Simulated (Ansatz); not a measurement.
## MoS2, pressure series

Consider MoS₂ in the 3R-MoS2 type structure (space group R3m, No. 160; a = 3.153 Å, c = 17.994 Å (hexagonal axes); layered, stacked along the Cartesian z axis).

Cell and atoms are relaxed at each pressure.

Level of theory: Ansatz (a program for electronic structure) PBE-D3(BJ), no SOC, earlier PAW set.

Candidates:
(a) pressure 3 GPa
(b) pressure −2 GPa
(c) pressure 0.3 GPa

Base values:

- Smallest direct gap = 1.77 eV

**Question.** Order them by smallest direct gap, lowest first.

**Answer.** (b) pressure −2 GPa (1.72 eV), (c) pressure 0.3 GPa (1.77 eV), (a) pressure 3 GPa (1.83 eV)

Load acts through the strain it causes; cell and atoms are relaxed under it. Whether these cells are dynamically stable was not tested.
